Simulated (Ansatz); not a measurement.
## Effect of x(Y) = 0.667, 3 atoms, Immm on Sr

The reference is Sr in the fcc (Cu type) structure (space group Fm-3m, No. 225; a = 6.100 Å).

The other end (x = 1) is Y in the fcc (Cu type) structure (space group Fm-3m, No. 225; a model cell): 33.21 Å³/atom, gap zero; this end may not be an ambient phase.

It is then changed as follows: Y replaces 66.7 % of the Sr, ordered in a cell of 3 atoms (starting symmetry Immm) and fully relaxed.

The values are results of r2SCAN, PAW, 500 eV (Ansatz, a program for electronic structure; scalar-relativistic without spin-orbit coupling), not measurements. Γ-centred 15×15×15 mesh, Fermi–Dirac width 0.05 eV, for the changed cell.

```csv
quantity,base,changed,shift
volume per atom,56.74 Å³,38.48 Å³,-18.26 Å³
density,2.56 g/cm³,3.82 g/cm³,+1.254 g/cm³
shortest interatomic distance,4.313 Å,3.683 Å,-0.630 Å
band gap,zero,zero,–
mixing energy (to 0.01 eV only: unlike meshes or grids),–,+0.21 eV/atom,–
deviation of the volume from the linear (Vegard-type) interpolation,–,-6.3 %,–
```

Final structure:

```
CELL_PARAMETERS angstrom
     -1.84167     2.70556     5.79211
      1.84167    -2.70556     5.79211
      1.84167     2.70556    -5.79211
ATOMIC_POSITIONS crystal
  Y  0.32374 0.32374 0.00000
  Sr 0.00000 0.00000 0.00000
  Y  0.67626 0.67626 0.00000
```

These are small ordered cells, not random alloys; other orderings at the same x differ. Stability against distortions was not tested. All final runs are without spin polarisation. SrY2 has a high density of states at the Fermi level and may be magnetic at this level. This is not the structure that Y has at room temperature and ambient pressure.
